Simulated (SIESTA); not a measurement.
Band structure of NbRe (Cmmm, 2 atoms in the cell).

```
CELL_PARAMETERS angstrom
      1.58475    -2.24947     0.00000
      1.58475     2.24947     0.00000
      0.00000     0.00000     4.50583
ATOMIC_POSITIONS crystal
  Nb 0.00000 0.00000 0.00000
  Re 0.50000 0.50000 0.50000
```

Method of the run: LDA PW92, numerical atomic orbitals DZP, PseudoDojo LDA standard norm-conserving potentials (rewritten from UPF to PSML) (SIESTA).

Settings: XC.functional = LDA; XC.authors = PW92; potentials = PseudoDojo LDA standard; PAO.BasisSize = DZP; PAO.EnergyShift = 0.005 Ry; MeshCutoff = 300 Ry; kgrid.MonkhorstPack = 13 13 8; OccupationFunction = MP; OccupationMPOrder = 0; ElectronicTemperature = 272 meV; MaxSCFIterations = 150; SCF.Mixer.Method = Pulay; SCF.Mixer.Weight = 0.1; SCF.Mixer.History = 8.

The starting cell comes from a database of computed structures (which also holds hypothetical and non-ambient phases and stackings), without a prior relaxation at this level. Its lattice was rescaled by a random factor within 2.5 % of one. Spin-orbit coupling is off. Spin polarisation is off. Values carry the incompleteness of an atom-centred basis.

Levels in eV from the Fermi level, bands 11 to 16:
```tsv
point	11	12	13	14	15	16
Γ	-3.72	-1.39	-1.37	-1.00	1.04	1.21
X	-4.20	-3.48	-1.04	1.90	2.15	2.18
S	-3.45	-2.64	-2.12	-1.72	0.62	1.64
R	-3.85	-3.09	0.75	1.35	1.37	1.99
A	-3.16	-3.16	-3.13	-2.53	2.01	2.17
Z	-3.32	-2.19	-1.64	-1.15	0.32	0.44
Y	-5.37	-3.49	1.22	1.78	2.68	3.72
X1	-4.20	-3.48	-1.04	1.90	2.15	2.18
A1	-3.16	-3.16	-3.13	-2.53	2.01	2.17
T	-3.80	-3.15	-1.34	-0.55	0.12	1.33
```

Bands cross the Fermi level along this path, so the cell is metallic at this level.

Higher empty bands are left out: an atom-centred basis made for the valence describes them poorly.
